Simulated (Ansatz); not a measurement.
The starting structures come from a database of crystals and need not be the phases stable at ambient conditions.

The decay constant κ of evanescent states in the gap governs leakage through a thin film.

Input:

```yaml
crystal:
  lattice:
    - [3.91296, 0.00000, 0.00000]
    - [0.00000, 9.83839, 0.00000]
    - [0.00000, 0.00000, 6.01057]
  atoms:
    - { symbol: Sr, position: [0.25000, 0.34048, 0.60243] }
    - { symbol: Sr, position: [0.75000, 0.65952, 0.39757] }
    - { symbol: Sr, position: [0.75000, 0.15952, 0.10243] }
    - { symbol: Sr, position: [0.25000, 0.84048, 0.89757] }
    - { symbol: H, position: [0.25000, 0.02647, 0.37126] }
    - { symbol: H, position: [0.75000, 0.97353, 0.62874] }
    - { symbol: H, position: [0.75000, 0.47353, 0.87126] }
    - { symbol: H, position: [0.25000, 0.52647, 0.12874] }
    - { symbol: H, position: [0.75000, 0.40793, 0.18493] }
    - { symbol: H, position: [0.25000, 0.59207, 0.81507] }
    - { symbol: H, position: [0.25000, 0.09207, 0.68493] }
    - { symbol: H, position: [0.75000, 0.90793, 0.31507] }
    - { symbol: O, position: [0.25000, 0.62481, 0.12692] }
    - { symbol: O, position: [0.75000, 0.37519, 0.87308] }
    - { symbol: O, position: [0.75000, 0.87519, 0.62692] }
    - { symbol: O, position: [0.25000, 0.12481, 0.37308] }
    - { symbol: O, position: [0.75000, 0.39365, 0.34573] }
    - { symbol: O, position: [0.25000, 0.60635, 0.65427] }
    - { symbol: O, position: [0.25000, 0.10635, 0.84573] }
    - { symbol: O, position: [0.75000, 0.89365, 0.15427] }
```

Space group of this cell: Pnma. The cell is taken as given.

Transport runs along the normal of the first two printed cell vectors.

The gap is the functional's own, uncorrected, and κ follows it; spin-orbit coupling is left out. Mid-gap values are interpolated between the computed energies.

**Question.** Estimate the band gap and the smallest decay constant κ at mid-gap that r2SCAN run with Ansatz (a quantum-chemistry and plane-wave program) returns for this system.

**Answer.** Gap 4.80 eV on a 8×4×6 mesh; κ = 0.399 1/Å, at the zone centre.
